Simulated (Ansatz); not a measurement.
Ansatz (a program for electronic structure) run on a (001) slab of Ti (cut from a parent of space group no. 194; 4 atoms in the cell): self-consistent single point.

Computed with LDA (PW92), default PAW files made with PBE (plane waves; Ansatz).

The change in words: vacuum of 6 angstrom (first run: 14 Å); efield.axis: default → 3; efield.dipole_correction: default → true. Reference geometry:
```xyz
4
Lattice="2.9352 0.0000 0.0000 -1.4676 2.5420 0.0000 0.0000 0.0000 20.9848" Properties=species:S:1:pos:R:3 pbc="T T T"
Ti     1.4676     0.8473     9.3282
Ti     0.0000     1.6947     7.0000
Ti     1.4676     0.8473    13.9848
Ti     0.0000     1.6947    11.6566
```

Reference input (self-consistent single point, DFT, LDA (PW92), plane waves, default PAW files made with PBE): basis.ecutwfc = 420 eV; kpoints.mp_grid.grid = 12 12 1; hamiltonian.xc = lda; hamiltonian.pseudopotentials = {kind: paw} (the program's default PAW files); scf.occupations.method = fermi_dirac; scf.occupations.width = 0.1 eV. This run's input differs from it in these lines:

Ansatz 0.2 input:
```diff
@@ -4,8 +4,8 @@
     - [-1.46762500, 2.54200100, 0.00000000]
-    - [0.00000000, 0.00000000, 20.98479500]
+    - [0.00000000, 0.00000000, 12.98478900]
   atoms:
-    - { symbol: Ti, position: [0.66666700, 0.33333300, 0.44452100] }
-    - { symbol: Ti, position: [0.33333300, 0.66666700, 0.33357500] }
-    - { symbol: Ti, position: [0.66666700, 0.33333300, 0.66642500] }
-    - { symbol: Ti, position: [0.33333300, 0.66666700, 0.55547900] }
+    - { symbol: Ti, position: [0.66666700, 0.33333300, 0.41034000] }
+    - { symbol: Ti, position: [0.33333300, 0.66666700, 0.23104000] }
+    - { symbol: Ti, position: [0.66666700, 0.33333300, 0.76896000] }
+    - { symbol: Ti, position: [0.33333300, 0.66666700, 0.58966000] }
 basis:
@@ -17,2 +17,5 @@
   pseudopotentials: { kind: paw }
+efield:
+  axis: 3
+  dipole_correction: true
 scf:
@@ -22,3 +25,2 @@
   eigenvalues: true
-  stress: true
```

Output (repeated stretches shortened):

```
SCF iter   1: F=—  HF=-9799.041951 eV  |F-HF|=—  |Δ(HF+E_count)|=         —  Δρ=1.24e-2  dr2=1.12e0  ethr=1.77e-3  p=-0.000 e·Å  D=-1.28e-14 V/Å  ΔV_dip=0.00 eV  dr2_dipole=2.40e-6  V_vac-E_F(+/−)=3.27/3.66 eV  ⟨swp⟩=4.2  Hψ=4926  notcnv=0
all-band conjugate gradients solve this SCF's bands
efield: sawtooth ramp at fractional position 0.9500 (placed from the atoms, in the widest stretch of the axis that holds none …
   [... lines left out ...]
WARN: efield: at this solve's end the planar-averaged density reaches 4.74e-2 e/Å³ inside the ramp window [0.8730, 0.1270] (bound 1e-5 e/Å³) …
SCF 1 converged in 8 iterations: F = -9799.019516 eV  dr2 = 1.48e-8
Free energy (F): -9799.019516 eV
Internal energy: -9798.757425 eV  (E = F + TS)
E sigma→0 (E₀):  -9798.888470 eV
Entropy (-TS):   -0.262091 eV (-65.523 meV/atom)
Fermi energy:    8.281774 eV
Dipole field:    D = 0.000006 V/Å  (p = 0.000003 e·Å, saw-weighted, corrected)
Work function:   Φ+ = withheld (plateau slope 5.4e0 eV/Å)   Φ− = withheld (plateau slope 4.1e0 eV/Å)
Levels:          The Fermi level and band energies are counted from a zero that moves with the ramp; work functions are not
Vacuum region:   at the solve's end the planar-averaged density reaches 4.74e-2 e/Å³ inside the ramp window [0.8730, 0.1270] (bound 1e-5 e/Å³)
--- Forces (eV/Å), atoms counted from 1 ---
  atom   1  Ti     0.00000000     0.00000000    -0.53157522
  atom   2  Ti     0.00000000    -0.00000000     0.73463524
  atom   3  Ti    -0.00000000     0.00000000    -0.73463947
  atom   4  Ti     0.00000000    -0.00000000     0.53157398
```

The run converged in 8 iterations. Against the reference run the free energy falls by 11.7 meV/atom and the largest force goes from 0.859 to 0.735 eV/Å.

The starting cell has typed, rounded lattice constants, without a prior relaxation at this level. The slab is cut from that crystal, and its faces are unrelaxed. Its lattice was rescaled by up to half a per cent. Spin polarisation is off.
